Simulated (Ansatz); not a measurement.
## WC: pressure 22.5 GPa

The parent structure is WC (space group P-6m2, No. 187; a = 2.884 Å, c = 2.812 Å).

One thing is altered: cell and atoms relaxed at a pressure of 22.5 GPa.

The values are results of LDA/PAW in Ansatz (a quantum-chemistry and plane-wave program), no spin-orbit coupling, not measurements. Settings: 18×18×16 k-points, 0.05 eV Fermi–Dirac smearing.

- Volume per atom: 9.65 Å³ (base 10.13 Å³)
- Density: 16.85 g/cm³ (base 16.06 g/cm³)
- Lattice parameter a: 2.834 Å (base 2.884 Å)
- c/a ratio: 0.979 (base 0.975)
- Shortest interatomic distance: 2.145 Å (base 2.179 Å)
- Enthalpy H = E + PV relative to the base's energy: +1.39 eV/atom
- Band gap: zero (base zero)

Final structure:

```yaml
crystal:
  lattice:
    - [2.83376, 0.00000, 0.00000]
    - [-1.41688, 2.45411, 0.00000]
    - [0.00000, 0.00000, 2.77511]
  atoms:
    - { symbol: W, position: [0.00000, 0.00000, 0.00000] }
    - { symbol: C, position: [0.33333, 0.66667, 0.50000] }
```

Cost of the whole job for the changed cell (relaxation, final SCF and bands): roughly 70 core-seconds.

Load acts through the strain it causes; cell and atoms are relaxed under it. Whether these cells are dynamically stable was not tested. Competing high-pressure phases were not computed. All final runs are without spin polarisation.
